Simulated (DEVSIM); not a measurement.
System: Au/Al2O3/p-Ge capacitor, at 300 K.

```csv
layer (left to right),material,thickness (nm),Na (cm⁻³)
1,Al2O3,20.0,-
2,Ge,6300,8.8e15
```

Metal gate on the left, work function 5.1 eV. Fixed charge at the semiconductor interface 0 cm⁻² (in units of +e); no interface traps.

This is a model device: material constants are rounded textbook-type values typed into the input, and sizes, dopings and lifetimes were drawn at random. Values at 300 K.

| parameter | Al2O3 | Ge |
|---|---|---|
| gap (eV) | 6.8 | 0.664 |
| affinity (eV) | 1.35 | 4 |
| permittivity | 9 | 16 |
| Nc (cm⁻³) | - | 1.04e19 |
| Nv (cm⁻³) | - | 6e18 |

Model (solved in DEVSIM): 1D Poisson equation in equilibrium, Boltzmann statistics, complete ionisation; no quantum confinement or tunnelling. Metal contacts follow the ideal Schottky-Mott rule: no Fermi-level pinning, no interface dipoles.

The Al2O3 thickness was swept, all else fixed.

| Al2O3 thickness (μm) | capacitance of the dielectric stack (μF/cm²) | threshold voltage (band bending 2φF) (V) | minimum of the low-frequency capacitance (μF/cm²) |
|---|---|---|---|
| 0.008 | 0.996 | 0.95 | 0.0687 |
| 0.011 | 0.724 | 0.97 | 0.0661 |
| 0.014 | 0.569 | 0.98 | 0.0640 |
| 0.017 | 0.469 | 0.99 | 0.0627 |
| 0.02 | 0.398 | 1.01 | 0.0617 |
| 0.024 | 0.332 | 1.02 | 0.0597 |

From the first row to the last the capacitance of the dielectric stack goes from 0.996 to 0.332. From the first row to the last the threshold voltage (band bending 2φF) goes from 0.95 to 1.02.
